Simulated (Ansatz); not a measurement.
We consider 1T (CdI2-type) MgI2, described by r²SCANh (Ansatz, an electronic-structure program, PAW).

Settings: plane-wave cutoff 520 eV, 9×9×4 k mesh (along the axes of the cell as run), Fermi–Dirac smearing 0.01 eV, scalar-relativistic PAW data made under PBE.

Cell (relaxed at this level):

Space group P-3m1 (No. 164); a = 4.1791 Å, b = 4.1791 Å, c = 7.1624 Å, α = 90.00°, β = 90.00°, γ = 120.00°

```json
[
 {"atom": "Mg", "site": "1a", "symmetry": "-3m.", "x": "0.0000", "y": "0.0000", "z": "0.0000"},
 {"atom": "I", "site": "2d", "symmetry": "3m.", "x": "0.3333", "y": "0.6667", "z": "0.2321"}
]
```

### Question
Estimate the band gap and smallest direct gap on the k points sampled that the calculation returns.

### Answer

- band gap = 4.81 eV
- smallest direct gap on the k points sampled = 5.10 eV

Note: the cell comes from a level without a dispersion term, which matters for the spacing of layers, chains or molecules; the cell has widely spaced layers and the level no dispersion term, so their spacing and the moduli can rest on weak binding.

Spin–orbit coupling is not included; with these elements it can move the gap by several tenths of an eV or more.

Computed values are for the static lattice.

The result took very roughly 2.3 core-hours.
